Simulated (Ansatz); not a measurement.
Start from Lu in the hcp (Mg type) structure (space group P6_3/mmc, No. 194; relaxed with 0.1 eV smearing).

```yaml
crystal:
  lattice:
    - [3.50616, 0.00000, 0.00000]
    - [-1.75308, 3.03643, 0.00000]
    - [0.00000, 0.00000, 5.48202]
  atoms:
    - { symbol: Lu, position: [0.66667, 0.33333, 0.75000] }
    - { symbol: Lu, position: [0.33333, 0.66667, 0.25000] }
```

Cartesian axes are those of the cell as printed.

All numbers come from PBE in Ansatz (plane waves to 420 eV, PAW, spin-orbit coupling left out).

For the base:

| Property | Value |
|---|---|
| Shortest interatomic distance | 3.407 Å |

Modification: compressive biaxial strain of 1.00 % in the plane normal to [001], as in epitaxy on a mismatched substrate; the out-of-plane cell vector and the atoms relax.

Task: What does the calculation give for the in-plane stress after the change?

Result: The mean in-plane stress (compression positive) amounts to +1.1 GPa.

Task: Estimate the effect on the shortest interatomic distance.

Result: The shortest interatomic distance remains 3.407 Å.

Stability against distortions was not tested.

Ansatz is an electronic-structure program.
